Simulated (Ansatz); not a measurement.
The reference is GaN in the wurtzite structure (space group P6_3mc, No. 186; a = 3.183 Å, c = 5.184 Å).

All numbers come from r2SCAN (Ansatz, a program for electronic structure; PAW; 500 eV plane waves; spin-orbit coupling left out).

Before the change:

```
Property                                     Result
-----------------------------  --------------------
Width of the top valence band               2.85 eV
Valence-band top at Γ          0.00, 0.00, -0.04 eV
```

Now apply this change: the cell is scaled by 1.0147 in all directions, atoms relaxed at fixed cell.

What does the calculation give for the width of the top valence band after the change?

The width of the top valence band drops by 0.15 eV (2.85 eV → 2.70 eV).

What does the calculation give for the energy relative to the base after the change?

The energy grows by 13 meV/atom.

Predict the new mean gap deformation potential ΔEg/Δln V.

The mean gap deformation potential ΔEg/Δln V amounts to -7.0 eV.

Estimate the effect on the valence-band top at Γ.

The valence-band top at Γ (three highest levels, from the VBM) goes from 0.00, 0.00, -0.04 eV to 0.00, 0.00, -0.03 eV.

The cells carry an imposed strain or load. No phonon test of stability was made.
